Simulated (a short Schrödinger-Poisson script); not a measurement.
System: gated In0.52Al0.48As/In0.53Ga0.47As modulation-doped gas in a quantum well, at 77 K.

| layer | material | thickness (nm) | Nd (cm⁻³) | Na (cm⁻³) |
|---|---|---|---|---|
| 1 | In0.52Al0.48As | 20 | - | - |
| 2 | In0.52Al0.48As | 20 | 2.2e18 | - |
| 3 | In0.52Al0.48As | 5 | - | - |
| 4 | In0.53Ga0.47As | 6 | - | - |
| 5 | In0.52Al0.48As | 4000 | - | 8e15 |

The device is made up for the run: typed textbook-type constants, with dimensions and the other settings drawn at random. In0.52Al0.48As: permittivity 12.5, conduction-band edge (eV) 0.52, gap (eV) 1.45, electron mass (mₑ) 0.075, Nv at 300 K (cm⁻³) 1.1e19. In0.53Ga0.47As: permittivity 13.9, conduction-band edge (eV) 0, gap (eV) 0.74, Nv at 300 K (cm⁻³) 7.7e18.

Channel valleys (confinement mass, in-plane density-of-states mass, number): Γ 0.041, 0.041, 1. At the gate the conduction-band edge of layer 1 lies 0.65 eV − eVg above the Fermi level of the channel; the field vanishes at the back. Donor level 0.006 eV below the band edge. The barrier under the gate holds no holes. Gaps are held at their typed values at every temperature. Mesh 0.08 nm at interfaces.

From a short Schrödinger-Poisson script (our own, NumPy): 1D Poisson equation in equilibrium, electrons quantum, Hartree plus LDA exchange-correlation (BenDaniel-Duke, 40 states a valley, the channel's in-plane mass for all, wave functions free to enter the barrier), parabolic valleys, classical holes, donors ionised by Fermi statistics, acceptors fully, no traps, pinning or gate leakage.

The same stack at other levels of the model or other numerical settings:

```tsv
run	sheet density of all electrons at Vg = 0.4 V (cm⁻²)	sheet density of all electrons at Vg = -1.1 V (cm⁻²)	capacitance at Vg = 0.4 V (μF/cm²)	centroid of the channel electrons at Vg = 0.4 V (nm)	rough cost against the base
base	1.67e12	4.95e11	0.467	2.78	about 1
electrons treated as classical, Boltzmann	2.46e12	6.71e11	0.465	0.67	0.01
electrons treated as classical, Fermi-Dirac	1.70e12	5.52e11	0.467	2.66	0.07
electrons treated as quantum, Hartree	1.61e12	4.78e11	0.467	2.79	0.7
mesh six times as coarse	1.66e12	4.93e11	0.467	2.76	0.2
one subband a valley	1.66e12	4.95e11	0.467	2.78	0.2
```

The classical rows ignore confinement, and Boltzmann statistics overrate the density once the band edge passes the Fermi level.
